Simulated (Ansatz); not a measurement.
Reference: GaAs (F-43m), r2SCAN with spin-orbit coupling, rigid bands (plane waves, PAW; Ansatz, a program for electronic structure); axes and stresses refer to this cell.

```yaml
crystal:
  lattice:
    - [0.00000, 2.82931, 2.82931]
    - [2.82931, 0.00000, 2.82931]
    - [2.82931, 2.82931, 0.00000]
  atoms:
    - { symbol: Ga, position: [0.00000, 0.00000, 0.00000] }
    - { symbol: As, position: [0.25000, 0.25000, 0.25000] }
```

* **band gap**: 0.89 eV
* **hole conductivity mass**: 0.40 mₑ
* **Seebeck coefficient, p-type 1e19 cm⁻³**: 243 μV/K

Problem. After one change the values are band gap 0.38 eV; hole conductivity mass 0.23 mₑ; Seebeck coefficient, p-type 1e19 cm⁻³ 181 μV/K. What was changed between the two runs?
A) uniaxial stress along [111] of -6 GPa (compression positive)
B) biaxial stress in (001) of -1.2 GPa (compression positive)
C) biaxial stress in (001) of 2.4 GPa (compression positive)
D) biaxial stress in (110) of -2.4 GPa (compression positive)

Solution. A, uniaxial stress along [111] of -6 GPa (compression positive)

Masses are for dilute carriers at 300 K, harmonic means over directions unless an axis is named. Seebeck coefficients are for the stated density at 300 K, with one relaxation time for all states and whether or not that doping can be reached. Stresses and pressures are the targets of the relaxation.  The structure type is held under load, also where the real crystal would transform.
